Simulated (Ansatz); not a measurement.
Base system: MnNiGe (space group Pnma, No. 62; ferromagnetic; a cell from a computed database, its experimental status unchecked).

```yaml
crystal:
  lattice:
    - [5.87783, 0.00000, 0.00000]
    - [0.00000, 3.62117, 0.00000]
    - [0.00000, 0.00000, 7.00262]
  atoms:
    - { symbol: Mn, position: [0.96472, 0.25000, 0.32094] }
    - { symbol: Mn, position: [0.03528, 0.75000, 0.67906] }
    - { symbol: Mn, position: [0.53528, 0.75000, 0.82094] }
    - { symbol: Mn, position: [0.46472, 0.25000, 0.17906] }
    - { symbol: Ni, position: [0.64238, 0.75000, 0.44200] }
    - { symbol: Ni, position: [0.35762, 0.25000, 0.55800] }
    - { symbol: Ni, position: [0.85762, 0.25000, 0.94200] }
    - { symbol: Ni, position: [0.14238, 0.75000, 0.05800] }
    - { symbol: Ge, position: [0.75055, 0.75000, 0.12735] }
    - { symbol: Ge, position: [0.24945, 0.25000, 0.87265] }
    - { symbol: Ge, position: [0.74945, 0.25000, 0.62735] }
    - { symbol: Ge, position: [0.25055, 0.75000, 0.37265] }
```

Cartesian axes are those of the cell as printed.

Calculations: PBEsol (Ansatz, an electronic-structure program, PAW, without spin-orbit coupling).

Strains are applied to the cell and any free atomic positions relax; under stress the whole cell relaxes.

One change was made to it. Results:

The energy grows by 0.7 meV/atom; the shortest interatomic distance remains 2.293 Å; the magnetic state remains ferromagnetic; the largest site moment is still 2.79 μB.

Q: Which change produced these results?
(A) tensor shear ε_xy = −0.65 %
(B) uniaxial stress, 2 GPa tension along z
(C) uniaxial stress, 5 GPa compression along z

A: A, tensor shear ε_xy = −0.65 %. For comparison, the shortest interatomic distance in the other runs: uniaxial stress, 2 GPa tension along z gives 2.304 Å; uniaxial stress, 5 GPa compression along z gives 2.269 Å.

Other magnetic orders, which the real material may have, were not ruled out. Without a gap, meshes like the base's 7×10×6 leave anisotropic stresses uncertain by several tenths of a GPa, and small strain energies with them. Beyond what the load breaks, stability against distortions was not tested.
